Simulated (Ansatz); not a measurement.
L1₀ (CuAu-type) TiAl: PBE at its full settings (plane-wave cutoff 520 eV, 20×20×14 k mesh (along the axes of the cell as run), Fermi–Dirac smearing 0.05 eV, no spin polarisation, scalar-relativistic PAW data made under PBE) and at cheaper ones, in a cell of 2 atoms with Γ-centred meshes.

```json
[
 {"level and setting": "PBE (Ansatz)", "lattice constant a (Å)": "2.823", "c axis length (Å)": "4.074", "bulk modulus B0 (GPa)": "113"},
 {"level and setting": "PBE (250 eV cutoff) (Ansatz)", "lattice constant a (Å)": "2.807", "c axis length (Å)": "4.152", "bulk modulus B0 (GPa)": "131"},
 {"level and setting": "PBE (300 eV cutoff) (Ansatz)", "lattice constant a (Å)": "2.825", "c axis length (Å)": "4.063", "bulk modulus B0 (GPa)": "117"},
 {"level and setting": "PBE (Γ point alone) (Ansatz)", "lattice constant a (Å)": "2.404", "c axis length (Å)": "6.038", "bulk modulus B0 (GPa)": "126"},
 {"level and setting": "PBE (2×2×2 k mesh) (Ansatz)", "lattice constant a (Å)": "2.934", "c axis length (Å)": "3.706", "bulk modulus B0 (GPa)": "126"},
 {"level and setting": "PBE (4×4×4 k mesh) (Ansatz)", "lattice constant a (Å)": "2.864", "c axis length (Å)": "3.948", "bulk modulus B0 (GPa)": "113"},
 {"level and setting": "PBE (6×6×6 k mesh) (Ansatz)", "lattice constant a (Å)": "2.823", "c axis length (Å)": "4.078", "bulk modulus B0 (GPa)": "114"},
 {"level and setting": "PBE (Fermi-Dirac smearing of 0.3 eV) (Ansatz)", "lattice constant a (Å)": "2.835", "c axis length (Å)": "4.082", "bulk modulus B0 (GPa)": "108"}
]
```

Largest shifts from the full settings: lattice constant a -14.8 % (PBE (Γ point alone)), against a difference of -0.11 % of the full result from the reference 2.826 Å (measured, temperature not stated, not corrected to a static lattice, P4/mmm two-atom cell, a_fct/√2; as tabulated in Zope and Mishin (2003), arXiv:cond-mat/0306298); lattice parameter c +48 % (PBE (Γ point alone)), against a difference of -0.07 % of the full result from the reference 4.077 Å (measured, temperature not stated, no zero-point or thermal correction; as tabulated in Zope and Mishin (2003), arXiv:cond-mat/0306298); bulk modulus +15.9 % (PBE (250 eV cutoff)).

Ansatz's density-functional and Hartree–Fock values are scalar-relativistic unless marked +SOC, with PAW data made under PBE.

Run with cheap settings on purpose, which may leave them unconverged: PBE (250 eV cutoff), PBE (2×2×2 k mesh), PBE (300 eV cutoff), PBE (4×4×4 k mesh), PBE (6×6×6 k mesh), PBE (Fermi-Dirac smearing of 0.3 eV), PBE (Γ point alone).

Ansatz is a program for electronic structure.
